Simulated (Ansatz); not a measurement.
```
CELL_PARAMETERS angstrom
     11.00000     0.00000     0.00000
      0.00000    11.00000     0.00000
      0.00000     0.00000     5.53503
ATOMIC_POSITIONS crystal
  Te 0.50000 0.50000 0.00000
  Te 0.50000 0.50000 0.50000
```

Method: PBE (plane waves to 420 eV, PAW; Ansatz, an electronic-structure program). Mesh 1×1×54. No spin polarisation, so a magnetic state wasn't tested. It repeats along c; a and b span vacuum. A model structure. Symmetry and one short period hold its shape; lower forms weren't sought. Pairing along the axis, which can open a gap, is among the distortions not tried. Values not marked SOC lack spin–orbit coupling. Buckling under compression is shut out by symmetry and the short period.

Say what this body is, and give its properties.

Free linear chain of Te atoms. A hypothetical model.
| Property | Value |
|---|---|
| PBE gap | none (under 0.01 eV) |
| crossings of the Fermi level between Γ and the zone edge (49 points) | 3, each for both spins (ideal conductance 3 × 2e²/h) |
| work function (PBE) | 5.19 eV |
| axial stiffness dF/dε | 37 nN |
